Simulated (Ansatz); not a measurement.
## rock-salt TiN (1 1 0) on zinc-blende BN (1 1 0) (film strained to the substrate, started from cuts of the bulks and a machine-learned relaxation; slabs B36N36 and N12Ti12, which can lie off the formulas)

A periodic stack without vacuum, rock-salt TiN (1 1 0) on zinc-blende BN (1 1 0) (film strained to the substrate, started from cuts of the bulks and a machine-learned relaxation; slabs B36N36 and N12Ti12, which can lie off the formulas): substrate slab B36N36, film N12Ti12, surface cells [[-1, 2], [-1, -1]] and [[0, 2], [-1, 0]], film strained by +4.5 and +4.5 %, outermost planes BN/BN and NTi/NTi as cut, which need not be the usual terminations and can put a slab off its formula.

The start was prepared with a machine-learned potential, and the result is one local minimum, with the in-plane cell held and forces under 0.04 eV/Å; the film can end far from its bulk form.

Calculation: PBE (plane waves to 420 eV, PAW; Ansatz, a first-principles code). Spin–orbit coupling is left out; the runs are not spin-polarised; PBE gaps are too small against experiment. Its k-point mesh 4×6×1, Fermi–Dirac width 0.05 eV.

The interface area is 27.9 Å², the period is 25.14 Å and the heights between the nearest atoms of the two slabs at the two interfaces comes out as 1.59 and 1.59 Å. The B–Ti contacts across the interfaces within 1.22 times the sum of covalent radii is 8, mean 2.71 Å and the N–Ti contacts across the interfaces within 1.22 times the sum of covalent radii is 4, mean 2.15 Å. The B–N contacts across the interfaces within 1.22 times the sum of covalent radii comes out as 2, mean 1.64 Å. The hole barrier (PBE) is 1.56 eV and the electron barrier (PBE) comes out as 2.90 eV.

```
CELL_PARAMETERS angstrom
      6.27782     0.00037     0.08588
      0.00032     4.43929    -0.04377
      0.17920    -1.24107    25.15729
ATOMIC_POSITIONS crystal
  B  0.12264 0.85396 0.08580
  B  0.45427 0.51621 0.08605
  B  0.79309 0.17923 0.08511
  B  0.14436 0.35183 0.02969
  B  0.46488 0.02759 0.04207
  B  0.80795 0.68996 0.04543
  B  0.78071 0.21439 0.18820
  B  0.11366 0.88212 0.18826
  B  0.44597 0.54842 0.18869
  B  0.78613 0.69801 0.13849
  B  0.11806 0.36540 0.13612
  B  0.45054 0.03372 0.13800
  B  0.43822 0.58266 0.29055
  B  0.77183 0.24918 0.29027
  B  0.10511 0.91589 0.29030
  B  0.44259 0.06582 0.23954
  B  0.77609 0.73208 0.23947
  B  0.10929 0.39889 0.23912
  B  0.09682 0.94991 0.39218
  B  0.42987 0.61700 0.39264
  B  0.76330 0.28363 0.39216
  B  0.10093 0.43295 0.34132
  B  0.43418 0.09974 0.34143
  B  0.76739 0.76626 0.34124
  B  0.75444 0.31958 0.49368
  B  0.09007 0.98355 0.49321
  B  0.42162 0.65255 0.49561
  B  0.75825 0.80029 0.44303
  B  0.09291 0.46660 0.44347
  B  0.42584 0.13431 0.44346
  B  0.43023 0.71031 0.60202
  B  0.75314 0.37786 0.58949
  B  0.09630 0.03785 0.58635
  B  0.41779 0.17484 0.54592
  B  0.74953 0.83678 0.54564
  B  0.08816 0.50060 0.54659
  N  0.37788 0.33254 0.03912
  N  0.70005 0.97168 0.03524
  N  0.04009 0.66887 0.03558
  N  0.03755 0.18018 0.08377
  N  0.36895 0.84691 0.08662
  N  0.70628 0.50646 0.08628
  N  0.03446 0.69924 0.13732
  N  0.36778 0.36611 0.13820
  N  0.70142 0.02961 0.13706
  N  0.69677 0.54760 0.18851
  N  0.03002 0.21502 0.18778
  N  0.36351 0.88207 0.18864
  N  0.69274 0.06526 0.23928
  N  0.02597 0.73230 0.23931
  N  0.35915 0.39904 0.23966
  N  0.35508 0.91602 0.29047
  N  0.68837 0.58249 0.29032
  N  0.02171 0.24917 0.29021
  N  0.35073 0.43307 0.34157
  N  0.68424 0.09965 0.34124
  N  0.01752 0.76624 0.34128
  N  0.01338 0.28320 0.39234
  N  0.34664 0.95028 0.39241
  N  0.67988 0.61678 0.39208
  N  0.00902 0.79960 0.44316
  N  0.34213 0.46753 0.44395
  N  0.67578 0.13399 0.44306
  N  0.67168 0.65183 0.49350
  N  0.00513 0.31611 0.49460
  N  0.33822 0.98557 0.49439
  N  0.66429 0.16714 0.54507
  N  0.00154 0.82706 0.54540
  N  0.33243 0.50240 0.54798
  N  0.32689 0.02334 0.59612
  N  0.66534 0.68462 0.59260
  N  0.98681 0.32666 0.59637
  N  0.39139 0.65629 0.66545
  N  0.90708 0.74658 0.67932
  N  0.15049 0.22735 0.72681
  N  0.64554 0.22320 0.72639
  N  0.89361 0.74718 0.78775
  N  0.39462 0.74229 0.78614
  N  0.63756 0.26727 0.84372
  N  0.14052 0.26185 0.84565
  N  0.38023 0.78241 0.90493
  N  0.88582 0.78686 0.90506
  N  0.11545 0.25469 0.96651
  N  0.63393 0.33800 0.95235
  Ti 0.14631 0.71977 0.72590
  Ti 0.65564 0.72235 0.72667
  Ti 0.39905 0.21426 0.67328
  Ti 0.90169 0.19572 0.67544
  Ti 0.63765 0.76398 0.84443
  Ti 0.13859 0.76419 0.84512
  Ti 0.89492 0.24511 0.78760
  Ti 0.39101 0.24518 0.78621
  Ti 0.12574 0.80898 0.95847
  Ti 0.62719 0.78691 0.95638
  Ti 0.39060 0.28121 0.90409
  Ti 0.88206 0.28077 0.90630
```
